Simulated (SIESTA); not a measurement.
A working SIESTA input for LiCu2Rh4O8 (C2/m, 15 atoms in the cell) (DFT, LDA PW92, numerical atomic orbitals DZP, PseudoDojo LDA standard norm-conserving potentials (rewritten from UPF to PSML)):

```
# files in the folder: Li.psml Cu.psml Rh.psml O.psml (PseudoDojo LDA standard)
SystemName  LiCu2(RhO2)4
SystemLabel LiCu2(RhO2)4

NumberOfAtoms                15
NumberOfSpecies              4
%block ChemicalSpeciesLabel
  1 3 Li
  2 29 Cu
  3 45 Rh
  4 8 O
%endblock ChemicalSpeciesLabel
LatticeConstant              1.0 Ang
%block LatticeVectors
     5.197585000   -3.004080000    0.000000000
     5.197585000    3.004080000    0.000000000
    -3.469746000    0.000000000    5.255737000
%endblock LatticeVectors
AtomicCoordinatesFormat      Ang
%block AtomicCoordinatesAndAtomicSpecies
     0.000000000    0.000000000    0.000000000  1
     6.927869307    0.000000000    2.942266687  2
    -0.002445307    0.000000000    2.313470313  2
     5.197585000    0.000000000    0.000000000  3
     2.598792500   -1.502040000    0.000000000  3
     2.598792500    1.502040000    0.000000000  3
     3.462712000    0.000000000    2.627868500  3
     4.271461511    1.397017363    1.262690814  4
     2.653962490   -1.397017363    3.993046186  4
     2.653962490    1.397017363    3.993046186  4
     4.271461511   -1.397017363    1.262690814  4
     6.931389258   -0.000000000    1.055457104  4
    -0.005965258   -0.000000000    4.200279896  4
     1.850463225   -0.000000000    1.260273175  4
     5.074960775   -0.000000000    3.995463825  4
%endblock AtomicCoordinatesAndAtomicSpecies

XC.functional                LDA
XC.authors                   PW92
PAO.BasisSize                DZP
PAO.EnergyShift              0.01 Ry
PAO.Polarization.NonPerturbative true
MeshCutoff                   400 Ry
%block kgrid.MonkhorstPack
    3   0   0  0.0
    0   3   0  0.0
    0   0   3  0.0
%endblock kgrid.MonkhorstPack
OccupationFunction           FD
ElectronicTemperature        580.23 K

MaxSCFIterations             150
SCF.Mixer.Method             Pulay
SCF.Mixer.Weight             0.25
SCF.Mixer.History            6
SCF.DM.Tolerance             1.0E-04
Diag.ParallelOverK           true
WriteForces                  true
```

The run converged in 21 iterations: free energy E − TS -26852.6871 eV; Fermi level (on the code's own zero) -4.45 eV; pressure -13.82 GPa; largest force (vector length) 0.302 eV/Å. Each of these slips is then made, one at a time:

(1)
```diff
-MeshCutoff                   400 Ry
+MeshCutoff                   400
```

(2)
```diff
-MaxSCFIterations             150
+MaxSCFIterations             4
```

Question: What happens in each case?

Answer: 
(1) An energy without its unit. The program stopped before any SCF iteration.

(2) An iteration limit that is too low. The run ended unconverged after 4 iterations.

The starting cell comes from a database of computed structures (which also holds hypothetical and non-ambient phases and stackings), without a prior relaxation at this level. Spin polarisation is off; with an odd number of electrons in the cell that forces a metal, and a magnetic state may lie lower. Values carry the incompleteness of an atom-centred basis. In the base run, with a pressure of about -14 GPa the cell is away from its equilibrium volume at this level. Without a gap this mesh is coarse (it stands for a supercell whose shortest vector is 18 Å).

Left out of this page: 3 runs of the series outside the window shown, repeating another row's setting, or not comparable.
